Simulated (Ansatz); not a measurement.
## K: 1 layer

Consider K in the bcc (W type) structure (space group Im-3m, No. 229; a = 5.3441 Å). Axes: x, y, z lie along the cube axes.

The change: a free-standing slab of 1 layer (1 atom, 1 a layer) is cut normal to [110], with 15 Å of vacuum and the in-plane cell held at bulk; forces were under the threshold from the start, so the atoms kept their bulk positions.

Calculations: r2SCAN, PAW, 500 eV (Ansatz, a first-principles code; no spin-orbit coupling). k-mesh 11×11×1 (Γ-centred); smearing 0.05 eV (Fermi–Dirac), for the changed cell.

```json
[
 {"quantity": "layer's space group (with vacuum)", "base": "–", "changed": "Cmmm (No. 65)", "shift": "–"},
 {"quantity": "band gap", "base": "zero", "changed": "zero", "shift": "–"}
]
```

Whether these cells are dynamically stable was not tested.
